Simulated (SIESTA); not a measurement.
# Several settings converged on MnTlCl3 (P4mm, 5 atoms in the cell)

```yaml
crystal:
  lattice:
    - [5.04392, 0.00000, 0.00000]
    - [0.00000, 5.04392, 0.00000]
    - [0.00000, 0.00000, 5.04392]
  atoms:
    - { symbol: Mn, position: [0.50000, 0.50000, 0.50991], spin: 4.0 }
    - { symbol: Tl, position: [0.00000, 0.00000, 0.00000] }
    - { symbol: Cl, position: [0.00000, 0.50000, 0.50000] }
    - { symbol: Cl, position: [0.50000, 0.00000, 0.50000] }
    - { symbol: Cl, position: [0.50000, 0.50000, 0.00000] }
```
(The spins are starting values, not results.)

Base method: SIESTA 5.4.2 with GGA PBEsol, numerical atomic orbitals DZP, PseudoDojo PBEsol standard norm-conserving potentials (rewritten from UPF to PSML).

Base settings: XC.functional = GGA; XC.authors = PBEsol; potentials = PseudoDojo PBEsol standard; PAO.BasisSize = DZP; PAO.EnergyShift = 0.005 Ry; MeshCutoff = 400 Ry; kgrid.MonkhorstPack = 2 2 2; OccupationFunction = FD; ElectronicTemperature = 116.05 K; Spin = polarized.

**The k-point mesh**

The second cell is the first with its lattice scaled by 0.98.

Only quantities that move along the ladder and can be compared are tabulated.

```csv
kgrid.MonkhorstPack,free energy less the last step's (meV/atom),energy of the compressed cell less the first (meV/atom),pressure (GPa),largest difference of a force vector from the last step's (eV/Å)
1 1 1,279.34,-1.74,-1.38,0.756
2 2 2,21.58,-4.06,-1.61,0.049
3 3 3,1.37,-10.99,-2.26,0.004
4 4 4,0.08,-11.02,-2.26,0.001
6 6 6,0.01,-11.03,-2.26,0.000
8 8 8,0.00,-11.03,-2.27,0.000
10 10 10,0.00,-11.03,-2.27,0.000
11 11 11,0.00,-11.03,-2.27,0.000
```

Coarsest kgrid.MonkhorstPack that holds the free energy within 0.5 meV/atom of the last step, with all finer ones: 4 4 4; the step before is off by 1.4 meV/atom.

Coarsest kgrid.MonkhorstPack that holds the energy of the compressed cell less the first within 2 meV/atom of the last step, with all finer ones: 3 3 3; the step before is off by 7.0 meV/atom.

Coarsest kgrid.MonkhorstPack that holds the forces within 0.02 eV/Å of the last step, with all finer ones: 3 3 3; the step before is off by 0.049 eV/Å.

The energy difference between the two cells stays within 1 meV/atom of the last step's from 3 3 3 on, the total only from 4 4 4 on: much of the error is common to both cells and cancels.

**The width of Fermi-Dirac smearing**

The mesh stays at the base's, so the ladder's end is converged at best in this setting alone.

Only quantities that move along the ladder and can be compared are tabulated; the gap is left out on so coarse a mesh.

The magnetic state is not the same in all runs (site moments differ, or a search went on to a lower state), so steps between rows are not convergence errors alone.

```csv
ElectronicTemperature,free energy less the last step's (meV/atom),pressure (GPa),largest difference of a force vector from the last step's (eV/Å),net moment (μB/atom)
11604.5 K,-678.98,-3.48,0.060,0.000
5802.26 K,-81.71,-3.20,0.065,0.849
2320.9 K,-4.03,-1.91,0.014,0.980
1160.45 K,-0.12,-1.63,0.001,0.999
232.09 K,0.00,-1.61,0.000,1.000
```

Widest ElectronicTemperature that holds the forces within 0.02 eV/Å of the last step, with all finer ones: 2320.9 K; the step before is off by 0.065 eV/Å.

Widest ElectronicTemperature that holds the pressure within 0.1 GPa of the last step, with all finer ones: 1160.45 K; the step before is off by 0.29 GPa.

Widest ElectronicTemperature that holds the net moment within 0.05 μB/atom of the last step, with all finer ones: 2320.9 K; the step before is off by 0.15 μB/atom.

On the base run: the starting cell comes from a database of computed structures (which also holds hypothetical and non-ambient phases and stackings), without a prior relaxation at this level. Its lattice was rescaled by up to half a per cent. One atom was moved a little off its site on purpose. With one magnetic atom in the cell only a parallel order is possible. Values carry the incompleteness of an atom-centred basis.
